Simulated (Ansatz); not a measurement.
Migration barriers: O vacancy in rock-salt CaO, neutral cell

System: O vacancy in rock-salt CaO (neutral cell). Calculation: PBE, PAW (plane waves to 420 eV; Ansatz, a program for electronic structure).

Settings: 64 host sites, the relaxed PBE lattice, the Γ point alone, smearing 0.01 eV, spin-restricted, no image-charge correction. No zero-point or tunnelling terms. The charge state is imposed; whether it is stable for some Fermi level was not computed. Forms of the defect that were not tried may lie lower.

Barriers: single points on a 2×2×2 k-point mesh shifted by half a step at the bands' geometries (they differ from the bands' own by up to 0.44 eV, and are uncertain by about as much).

| Route | Start site over the lowest site run (eV) | Hop (Å) | Forward barrier (eV) | Backward barrier (eV) | Neighbours at the start | Neighbours at the saddle | Saddle order | Forward, on the band's own sampling (eV) |
|---|---|---|---|---|---|---|---|---|
| one O atom jumps into the vacancy from a nearby O site | 0.00 | 3.44 | 3.30 | 3.30 | 4 Ca at 2.41, 2 Ca at 2.42 Å | 2 Ca at 2.05, 2 Ca at 2.40 Å | not checked, on a symmetry element | 2.86 |

Paths come from CI-NEB runs.  A band can be held on a symmetry element, so unchecked saddle points there may be too high.

The whole set of runs took very roughly 0.6 core-hours.
